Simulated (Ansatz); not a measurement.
Input:

```
CELL_PARAMETERS angstrom
      3.18273     0.00000     0.00000
     -1.59136     2.75632     0.00000
      0.00000     0.00000     5.18570
ATOMIC_POSITIONS crystal
  Ga 0.66667 0.33333 0.00068
  Ga 0.33333 0.66667 0.50068
  N  0.66667 0.33333 0.62452
  N  0.33333 0.66667 0.12452
```

No spin polarisation.

Electron doping at 5.0×10^21 cm⁻³ (0.227 per cell), with a uniform compensating background at fixed cell and a 300 K Fermi–Dirac width.

Level of theory: Kohn–Sham DFT with the PBEsol functional, run in Ansatz (an electronic-structure program) with PAW and 420 eV plane waves, without spin-orbit coupling, earlier PAW set. Settings: 21×21×12 k-points, 0.0259 eV Fermi–Dirac smearing.

Task: Predict the Fermi level from band edge, gap character and gap between the host's bands.

Result: The Fermi level relative to the doped band's edge (positive inside the band; to 0.05 eV) comes out as +2.20 eV, the gap character comes out as direct at Γ and the gap between the host's bands comes out as 1.80 eV.

Charged cell with a jellium background: band edges are those of the host's band count, energies are not comparable with the neutral cell, and many-body gap narrowing is missing. Stability against distortions was not tested. The cell was made from GaN in the wurtzite structure (space group P6_3mc, No. 186) by this change: electrons 5.0×10^21 cm⁻³.
